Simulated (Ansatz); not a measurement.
Start from KF in the NiAs type structure (space group P6_3/mmc, No. 194; a hypothetical phase, not in the database extracts checked).

```xyz
4
Lattice="3.6607 0.0000 0.0000 -1.8304 3.1703 0.0000 0.0000 0.0000 6.4794" Properties=species:S:1:pos:R:3 pbc="T T T"
K      0.0000     0.0000     0.0000
K      0.0000     0.0000     3.2397
F      0.0000     2.1135     1.6199
F      1.8304     1.0568     4.8596
```

Cartesian axes are those of the cell as printed.

All numbers come from r2SCAN in Ansatz (plane waves to 500 eV, PAW, spin-orbit coupling left out).

For the base:

Width of the top valence band: 0.25 eV
Valence-band top at Γ: 0.00, 0.00, -0.07 eV
Shortest interatomic distance: 2.663 Å

One thing is altered: tensile biaxial strain of 2.14 % in the plane normal to [001], as in epitaxy on a mismatched substrate; the out-of-plane cell vector and the atoms relax.

Task: Predict the new width of the top valence band.

Result: The width of the top valence band stays essentially unchanged (0.25 eV against 0.23 eV).

Task: Predict the new valence-band top at Γ.

Result: The valence-band top at Γ (three highest levels, from the VBM) changes from 0.00, 0.00, -0.07 eV to 0.00, 0.00, -0.04 eV.

Task: What does the calculation give for the shortest interatomic distance after the change?

Result: The shortest interatomic distance grows by 0.026 Å, from 2.663 Å to 2.689 Å.

Task: Estimate the effect on the out-of-plane strain.

Result: The out-of-plane strain comes out as -1.03 %.

The levels and masses belong to the bands next to the band gap. No phonon test of stability was made.

Ansatz is an electronic-structure program.
